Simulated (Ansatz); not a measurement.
**How the band gap of MgO (model structure, started from the CsCl type, Pm-3m, No. 221, 2 atoms in the cell; like a known high-pressure phase) moves with the method**

No measured value is used here.

| level (code) | value (eV) | cell (Å³/atom) |
|---|---|---|
| LDA (Ansatz) | 2.85 (indirect) | 8.77 |
| PBEsol (Ansatz) | 2.47 (indirect) | 9.13 |
| r²SCAN+rVV10 (Ansatz) | 3.52 (indirect) | 8.97 |
| HSE06 (Ansatz) | 4.07 (indirect) | 9.13 |
| G0W0@HSE06 (Ansatz) | … | 9.13 |

Task: Some entries are withheld; supply them.

Result: 
- G0W0@HSE06 (Ansatz, a program for electronic structure), value (eV): 5.60 (indirect)

Computed values are for a static lattice.  G0W0@HSE06: GW on a hybrid start was not checked against another program. Values are at the level's own relaxed cell; HSE06 at the PBEsol cell; G0W0@HSE06 at the PBEsol cell. Cutoffs and k meshes differ between the levels. Ansatz's density-functional and Hartree–Fock values are scalar-relativistic unless marked +SOC, with PAW data made under PBE.

A model structure was made by putting elements into a prototype or built by hand; it is no filed structure, need not be a known phase, and can be a saddle point held by its symmetry.
